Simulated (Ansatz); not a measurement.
**Ge vacancy + P on the Ge site + P on the Ge site + P on the Ge site + P on the Ge site in germanium**

The numbers are results of PBE, PAW (plane waves to 420 eV; Ansatz, a program for electronic structure), not measurements. A supercell of 64 sites (2×2×2 repeats of a cell of 8 atoms) was used; the energies come from a 2×2×2 shifted sampling of its zone. Sites at the start: the Ge site; Ge 2.49 Å away; Ge 2.49 Å away; Ge 2.49 Å away; Ge 2.49 Å away. Finite-size and sampling errors can reach tenths of an eV here. PBE closes or nearly closes this host's gap, so even the neutral cell can hold carriers in host bands. Spin–orbit coupling is left out. Each state is the lowest found from its start.

Formation energies E_f are those of the neutral cell. Chemical conditions: host crystal and elements as references (Δμ(Ge) = 0.00 eV, Δμ(P) = 0.00 eV; P taken from its element, since no compound that bounds it was computed at this level; only phases computed here count, gases as isolated molecules at 0 K). Reference phases: Ge: germanium, P: black phosphorus.

The name describes the start; the neighbours show where the atoms ended.

```tsv
charge	moment (μB)	point group	largest move off a lattice site (Å)	neighbours of the last P atom of the defect at the end (Å)	E_f, host crystal and elements as references (eV)	above the lowest spin state (eV)
0	0.0	Td	0.14	Ge 2.41, Ge 2.41, Ge 2.41	0.79	0.00
0	not spin-polarised	Td	0.14	Ge 2.41, Ge 2.41, Ge 2.41	0.79	0.00
```

Point groups are those of the whole cell at tolerances of 0.03 and 0.1 Å ("near" where only the looser one holds); none is given for unsettled states.

Starting moments that weren't kept: charge 0 began with 2 μB and ended with 0.0.

All states together cost around 4 core-hours (rough).
